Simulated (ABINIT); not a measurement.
## Converging the SCF threshold: Na (Im-3m, 1 atom in the cell)

```
Na
1.0
   -2.14065     2.14065     2.14065
    2.14065    -2.14065     2.14065
    2.14065     2.14065    -2.14065
Na
1
Direct
  0.00000   0.00000   0.00000
```

Method of the run: PBE, PAW (JTH v2.0 PBE PAW) (plane waves; ABINIT).

Base settings: pseudos = [Na.GGA_PBE-JTH.xml]; ecut = 30 Ha; pawecutdg = 60 Ha; occopt = 3; tsmear = 0.1 eV; ngkpt = 5 5 5; nshiftk = 1; shiftk = 0 0 0; potentials = JTH v2.0 PBE PAW; nband = 10.

In this ladder: tolvrs = default.

The mesh stays at the base's, so the ladder's end is converged at best in this setting alone.

Only quantities that move along the ladder and can be compared are tabulated.

These are the values that this program gave, and no reference: the one-centre exchange-correlation terms come from a truncated expansion.

The count of work is k-points × plane waves × bands × iterations; it is no time. 

The starting cell has typed, rounded lattice constants, without a prior relaxation at this level. Its lattice was rescaled by up to half a per cent. Without a gap this mesh is coarse (it stands for a supercell whose shortest vector is 19 Å).

| toldfe | pressure (GPa) | count of work / last |
|---|---|---|
| 0.0037 Ha | -2.33 | 0.16 |
| 0.00037 Ha | -2.33 | 0.16 |
| 3.7e-05 Ha | -0.28 | 0.20 |
| 3.7e-06 Ha | -0.62 | 0.28 |
| 3.7e-07 Ha | -0.62 | 0.28 |
| 3.7e-08 Ha | -0.62 | 0.28 |
| 3.7e-09 Ha | -0.66 | 0.36 |
| 3.7e-10 Ha | -0.67 | 0.40 |
| 3.7e-12 Ha | -0.67 | 0.44 |
| 3.7e-14 Ha | -0.67 | 1.0 |

Coarsest toldfe that holds the pressure within 0.5 GPa of the last step, with all finer ones: 3.7e-05 Ha, at 0.20 of the last step's count of work; the step before is off by 1.7 GPa.

Two neighbours can agree and both be off: 0.0037 Ha and 0.00037 Ha differ by 0.00 GPa in the pressure, yet lie about 1.7 GPa from the last step.
